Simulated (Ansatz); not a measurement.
Tm₅Si₃ (P6₃/mcm, No. 193; cell taken from a computed entry), treated with PBE-D3(BJ) (plane waves, PAW; Ansatz, a program for electronic structure).

Numerical settings: plane-wave cutoff 500 eV, 6×6×6 k mesh, Fermi–Dirac smearing 0.05 eV, spin-polarised start, scalar-relativistic PAW data made under PBE.

Computed at the level's own relaxed cell.

Task: Predict the volume per atom, lattice constant a and c axis length.

Result: 
volume per atom: 24.02 Å³/atom
lattice constant a: 8.387 Å
c axis length: 6.309 Å

The run finds no gap.

Note: the magnetic order was assumed, not searched for or taken from measurement; the relaxation could not lower the start's symmetry, so the cell can be a saddle point above a distorted one; the 4f shell is treated without U or exact exchange, so its levels and filling can be wrong.

Spin–orbit coupling is not included.

Computed values are for the static lattice.

Computing time: roughly 2.1 core-hours.
